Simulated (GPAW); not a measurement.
**Predicting one run from its neighbours: the energy against the cutoff, HfN (I4mm, 2 atoms in the cell)**

```xyz
2
Lattice="0.0000 2.2487 2.2487 2.2487 0.0000 2.2487 2.2487 2.2487 0.0000" Properties=species:S:1:pos:R:3 pbc="T T T"
Hf     0.0000     0.0000     0.0500
N      2.2487     2.2487     2.2487
```

Computed with PBEsol, GPAW PAW datasets PBEsol (made by gpaw-setup) (plane waves; GPAW).

Base settings: mode = pw; ecut = 950 eV; xc = PBEsol; kpts = 5 5 5; mesh shift (steps) = 0 0 0; occupations.name = fermi-dirac; occupations.width = 0.1 eV; nbands = -8; convergence.density = 1e-05 e/electron; convergence.energy = 1e-05 eV/electron.

The last step of the ladder, which sets the zero, is ecut = 2280 eV.

The starting cell has typed, rounded lattice constants, without a prior relaxation at this level. Its lattice was rescaled by up to half a per cent. One atom was moved a little off its site on purpose. Without a gap this mesh is coarse (it stands for a supercell whose shortest vector is 16 Å).

An empirical form for the window shown: the miss falls exponentially with the largest wave vector, which goes as √cutoff: ln(ΔF) = a + b·√cutoff.

| ecut | √cutoff (√eV) | F less the last step's (meV/atom) | ln of it |
|---|---|---|---|
| 430 eV | 20.736 | 686.57 | 6.532 |
| 475 eV | 21.794 | ? | ? |
| 520 eV | 22.804 | 239.29 | 5.478 |
| 570 eV | 23.875 | 131.27 | 4.877 |
| 665 eV | 25.788 | 37.42 | 3.622 |

Q: Fit the line to the 4 rows given and predict the withheld one.

A: Means: x̄ = 23.301, ȳ = 5.1273. Σ(x − x̄)(y − ȳ) = -7.665 and Σ(x − x̄)² = 13.34, so b = -0.5745 and a = ȳ − b·x̄ = 18.514; ΔF halves for each 1.21 in √cutoff. The largest residual of the fitted rows is 0.079. At x = 21.794 the line gives 5.993, that is 401 meV/atom. The run gave 407.95 meV/atom, a miss of 6.95 meV/atom (2 %). The table is a window of a longer ladder. The rows were chosen because the form fits them, the withheld one included, so this shows the method and is no test of the form.

Left out of this page: 10 runs of the series outside the window shown, repeating another row's setting, or not comparable.
